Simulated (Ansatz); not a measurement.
Reference: monolayer PtSe2, r2SCAN, rigid bands (plane waves, PAW, scalar-relativistic; Ansatz, an electronic-structure program); geometry: cell and atoms relaxed with r2SCAN.

```cif
data_PtSe2
_chemical_formula_sum 'Pt1 Se2'
_space_group_name_H-M_alt 'P 1'
_space_group_IT_number 1
_cell_length_a 3.70252
_cell_length_b 3.70252
_cell_length_c 18.98202
_cell_angle_alpha 90.000
_cell_angle_beta 90.000
_cell_angle_gamma 120.000
loop_
_space_group_symop_operation_xyz
  'x, y, z'
loop_
_atom_site_label
_atom_site_type_symbol
_atom_site_fract_x
_atom_site_fract_y
_atom_site_fract_z
_atom_site_occupancy
Pt1 Pt 0.00000 0.00000 0.50000 1
Se1 Se 0.33333 0.66667 0.56946 1
Se2 Se 0.66667 0.33333 0.43054 1
```

The band gap comes out as 1.59 eV and the electron conductivity mass is 0.33 mₑ.

Q: Replace Se by S on the same sites and relax. What happens?

A: band gap rises (1.59 eV to 2.05 eV); electron conductivity mass rises (0.33 mₑ to 0.42 mₑ).

Q: Swap Pt for Sn, keeping the structure type. How do these values move?

A: band gap falls (1.59 eV to 1.13 eV); electron conductivity mass stays about the same (0.33 mₑ to 0.33 mₑ).

Moves up to 5 % count as about the same. Masses are for dilute carriers at 300 K, harmonic means over directions unless an axis is named. Spin-orbit coupling is left out.

Model free-standing layer, not matched to a measured one here: monolayer PtS2, monolayer PtSe2, monolayer SnSe2. The missing spin-orbit coupling matters most for monolayer PtS2, monolayer PtSe2.
